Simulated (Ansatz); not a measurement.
How a calculation on CaIn₂Cu (Cmcm, 8 atoms in the cell) responds to its settings

```xyz
8
Lattice="2.2210 -5.3400 0.0000 2.2210 5.3400 0.0000 0.0000 0.0000 7.4490" Properties=species:S:1:pos:R:3 pbc="T T T"
Cu     2.2210     3.0758     1.8622
Cu     2.2210    -3.0758     5.5868
Ca     2.2210    -4.6244     1.8622
Ca     2.2210     4.6244     5.5868
In     2.2210    -1.5059     0.3725
In     2.2210     1.5059     4.0970
In     2.2210     1.5059     7.0765
In     2.2210    -1.5059     3.3521
```

Base run A: r2SCAN, default PAW files made with PBE (Ansatz, a quantum-chemistry and plane-wave program), self-consistent single point.

Its settings: kpoints.mp_grid.grid = 4 4 3; hamiltonian.xc = r2scan; hamiltonian.pseudopotentials = {kind: paw} (the program's default PAW files); scf.occupations.method = cold; scf.occupations.width = 0.1 eV.

The starting cell comes from a database of published, mostly measured structures (it also holds non-ambient and calculated ones), without a prior relaxation at this level. Spin polarisation is off. Ansatz's pressure includes its estimate of the finite-basis (Pulay) stress. Without a gap this mesh is coarse (it stands for a supercell whose shortest vector is 18 Å).

ΔF is the free energy per atom less that of run A. 

Run A gave: pressure (GPa) -0.19; largest force (eV/Å) 0.198; iterations 10.

Runs:
- B: scf.mixing.algorithm, scf.mixing.beta = anderson, 0.02
- C: scf.mixing.algorithm, scf.mixing.beta = anderson, 0.05
- D: scf.mixing.algorithm, scf.mixing.beta = anderson, 0.1
- E: scf.mixing.algorithm, scf.mixing.beta = anderson, 0.2
- F: scf.mixing.algorithm, scf.mixing.beta = anderson, 0.3
- G: scf.mixing.algorithm, scf.mixing.beta = anderson, 0.5
- H: scf.mixing.algorithm, scf.mixing.beta = anderson, 0.7
- I: scf.mixing.algorithm, scf.mixing.beta = anderson, 0.9
- J: scf.mixing.algorithm, scf.mixing.beta = anderson, 1

Which runs reach the base run's state, and which is quickest in iterations?

Runs B, C, D, E, F, G, H, I, J ended on the same solution as A (within 1 meV/atom). The fewest iterations to that state were 10 (A); the most were 29.

| run | ΔF (meV/atom) | pressure (GPa) | largest force (eV/Å) | iterations |
|---|---|---|---|---|
| A | 0.00 | -0.19 | 0.198 | 10 |
| B | 0.00 | -0.19 | 0.198 | 29 |
| C | 0.00 | -0.19 | 0.198 | 18 |
| D | 0.00 | -0.19 | 0.198 | 16 |
| E | 0.00 | -0.19 | 0.198 | 13 |
| F | 0.00 | -0.19 | 0.198 | 13 |
| G | 0.00 | -0.19 | 0.198 | 11 |
| H | 0.00 | -0.19 | 0.198 | 11 |
| I | 0.00 | -0.19 | 0.198 | 11 |
| J | 0.00 | -0.19 | 0.198 | 11 |

Keys are those of Ansatz 0.2.
